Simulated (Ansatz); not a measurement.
The starting structures come from a database of crystals and need not be the phases stable at ambient conditions.

The decay constant κ of evanescent states in the gap governs leakage through a thin film.

Input:

```yaml
crystal:
  lattice:
    - [6.28234, 0.00000, 0.00000]
    - [-0.22785, 8.91852, 0.00000]
    - [0.00000, 0.00000, 6.56705]
  atoms:
    - { symbol: K, position: [0.48055, 0.75685, 0.05632] }
    - { symbol: K, position: [0.51945, 0.24315, 0.94368] }
    - { symbol: K, position: [0.01945, 0.74315, 0.55632] }
    - { symbol: K, position: [0.98055, 0.25685, 0.44368] }
    - { symbol: K, position: [0.00000, 0.50000, 0.00000] }
    - { symbol: K, position: [0.50000, 0.00000, 0.50000] }
    - { symbol: Y, position: [0.50000, 0.50000, 0.50000] }
    - { symbol: Y, position: [0.00000, 0.00000, 0.00000] }
    - { symbol: F, position: [0.12031, 0.22588, 0.06336] }
    - { symbol: F, position: [0.87969, 0.77412, 0.93664] }
    - { symbol: F, position: [0.37969, 0.27412, 0.56336] }
    - { symbol: F, position: [0.62031, 0.72588, 0.43664] }
    - { symbol: F, position: [0.17147, 0.92350, 0.26819] }
    - { symbol: F, position: [0.82853, 0.07650, 0.73181] }
    - { symbol: F, position: [0.32853, 0.57650, 0.76819] }
    - { symbol: F, position: [0.67147, 0.42350, 0.23181] }
    - { symbol: F, position: [0.78057, 0.45012, 0.67755] }
    - { symbol: F, position: [0.21943, 0.54988, 0.32245] }
    - { symbol: F, position: [0.71943, 0.04988, 0.17755] }
    - { symbol: F, position: [0.28057, 0.95012, 0.82245] }
```

Space group of this cell: P2_1/c. The cell is taken as given.

Transport runs along the normal of the first two printed cell vectors.

The gap is the functional's own, uncorrected, and κ follows it; spin-orbit coupling is left out. Mid-gap values are interpolated between the computed energies.

**Question.** Predict the band gap and the smallest decay constant κ at mid-gap from r2SCAN run with Ansatz (a quantum-chemistry and plane-wave program).

**Answer.** Gap 7.44 eV on a 6×4×6 mesh; κ = 0.585 1/Å, at the zone centre.
